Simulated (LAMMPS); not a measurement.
LAMMPS 22 Jul 2025, classical MD, EDIP (Si.edip): Si, 10648 atoms.

- task = MD, nve
- potential = EDIP, Si.edip
- copies of the repeat unit = 11×11×11
- shape (slab and sphere leave vacuum in the box) = bulk
- steps = 2000
- timestep = 1 fs
- thermo = 50
- newton = on (default)
- atom_modify sort (bins of 2 Å where set) = 1000 (default)
- comm_style = brick (default)
- box = 59.7 × 59.7 × 59.7 Å
- start = generated diamond lattice, warmed in an untimed run

All runs start from one configuration, warmed at this fixed volume for 1000 steps under a thermostat at 100 K. The run at a skin of 2 Å has a mean temperature of 99.2 K and a mean pressure of 0.0 GPa.

One run each, on a shared machine, so no times are given.

With neigh_modify every 1 delay 0 check yes, skins of 0.1, 0.3, 0.5, 1, 1.5, 2, 3 Å were run. Further schedules:
- skin 0.3 Å, every 100 delay 0 check no
- skin 1 Å, every 20 delay 0 check no
- skin 1 Å, every 100 delay 0 check no
- skin 2 Å, every 20 delay 0 check no
- skin 2 Å, every 10 delay 0 check yes
- skin 0.3 Å, every 1 delay 10 check yes
- skin 1 Å, every 1 delay 10 check yes

A schedule rebuilds too seldom if it shows a dangerous build, rebuilds less often than the check at every step does at that skin, or fails.

Question: Name the settings that rebuild less often than the motion of the atoms asks.

Answer: With the check at every step the rebuilds are 297 at 0.1 Å, 92 at 0.3 Å, 26 at 0.5 Å, 0 at 1 Å, 0 at 1.5 Å, 0 at 2 Å, 0 at 3 Å. Too seldom: skin 0.3 Å, every 100 delay 0 check no.

| setting | rebuilds | dangerous builds | list entries an atom | change of the total energy (meV/atom) |
|---|---|---|---|---|
| skin 0.1 Å, every 1 delay 0 check yes | 297 | — | 4.00 | under 0.001 |
| skin 0.3 Å, every 1 delay 0 check yes | 92 | — | 4.00 | under 0.001 |
| skin 0.5 Å, every 1 delay 0 check yes | 26 | — | 4.00 | under 0.001 |
| skin 1 Å, every 1 delay 0 check yes | 0 | — | 16.0 | under 0.001 |
| skin 1.5 Å, every 1 delay 0 check yes | 0 | — | 28.0 | under 0.001 |
| skin 2 Å, every 1 delay 0 check yes | 0 | — | 28.0 | under 0.001 |
| skin 3 Å, every 1 delay 0 check yes | 0 | — | 46.0 | under 0.001 |
| skin 0.3 Å, every 100 delay 0 check no | 20 | not counted | 4.00 | under 0.001 |
| skin 1 Å, every 20 delay 0 check no | 100 | not counted | 16.0 | under 0.001 |
| skin 1 Å, every 100 delay 0 check no | 20 | not counted | 16.0 | under 0.001 |
| skin 2 Å, every 20 delay 0 check no | 100 | not counted | 28.0 | under 0.001 |
| skin 2 Å, every 10 delay 0 check yes | 0 | 0 | 28.0 | under 0.001 |
| skin 0.3 Å, every 1 delay 10 check yes | 92 | 0 | 4.00 | under 0.001 |
| skin 1 Å, every 1 delay 10 check yes | 0 | 0 | 16.0 | under 0.001 |

Where the energy changes as in the checked runs, the late rebuilds cost nothing that shows in this run. List entries are as LAMMPS prints them (Ave neighs/atom).
